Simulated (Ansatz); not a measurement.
The starting structures come from a database of crystals and need not be the phases stable at ambient conditions.

 Where the default PAW files enter, the runs use the earlier of Ansatz's two default sets.

Inside the gap of an insulator the Bloch states are evanescent, with a wavenumber k + iκ along the transport direction.

Given:

```xyz
10
Lattice="6.3829 0.0000 0.0000 0.0000 6.3829 0.0000 3.1915 -3.1915 4.5134" Properties=species:S:1:pos:R:3 pbc="T T T"
Rb     3.1915     0.0000     2.2567
Rb     6.3829     3.1915     2.2567
Na     3.1915     3.1915     0.0000
Y      0.0000     0.0000     0.0000
F      1.5479     1.5479     0.0000
F      4.8351     4.8351     0.0000
F      4.8351     1.5479     0.0000
F      1.5479     4.8351     0.0000
F      6.3829     0.0000     2.1890
F      3.1915     3.1915     2.3244
```

Space group of this cell: Fm-3m. The cell is taken as given; by r2SCAN its mean pressure is -2.7 GPa.

Transport runs along the normal of the first two printed cell vectors, the (001) plane of the conventional cell.

No gap correction and no spin-orbit coupling; mid-gap values are interpolated between computed energies.

**Question.** Compute, with r2SCAN in Ansatz (a first-principles code), the band gap and the smallest decay constant κ at mid-gap.

**Answer.** Gap 7.27 eV on a 8×8×8 mesh; κ = 0.550 1/Å, at the zone centre.
